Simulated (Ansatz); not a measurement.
The structure below was relaxed with PBEsol, PAW, 420 eV (Ansatz, a program for electronic structure; no SOC).

```yaml
crystal:
  lattice:
    - [-1.89362, 1.89362, 6.96594]
    - [1.89362, -1.89362, 6.96594]
    - [1.89362, 1.89362, -6.96594]
  atoms:
    - { symbol: Sr, position: [0.62798, 0.62798, 0.00000] }
    - { symbol: Sr, position: [0.37202, 0.37202, 0.00000] }
    - { symbol: Be, position: [0.00000, 0.00000, 0.00000] }
```

Task: Find the space group and the Wyckoff positions.

Result: Space group I4/mmm (No. 139); a = b = 3.787 Å, c = 13.932 Å, α = β = γ = 90.00°

| atom | site | symmetry | x | y | z |
|---|---|---|---|---|---|
| Sr | 4e | 4mm | 0.0000 | 0.0000 | 0.3720 |
| Be | 2a | 4/mmm | 0.0000 | 0.0000 | 0.0000 |

Task: Describe the coordination.

Result: The crystal has 6 atoms in its conventional cell. Cell: a = b = 3.787 Å, c = 13.932 Å, α = β = γ = 90.00°. Sr has 4 Be at 3.217 Å and 1 Sr at 3.566 Å and 4 Sr at 3.787 Å and 4 Sr at 4.328 Å. Be is coordinated by 8 Sr at 3.217 Å (cubic). (Neighbours: up to the widest gap in distance over summed covalent radii, below 1.35, at either atom.)

These are small ordered cells, not random alloys; other orderings at the same x differ. Whether these cells are dynamically stable was not tested. The cell was made from Sr by this change: x(Be) = 0.333, 3 atoms, Immm. Under x(Be) = 0.333, 3 atoms, Immm the cell changed shape so far that it is another structure.
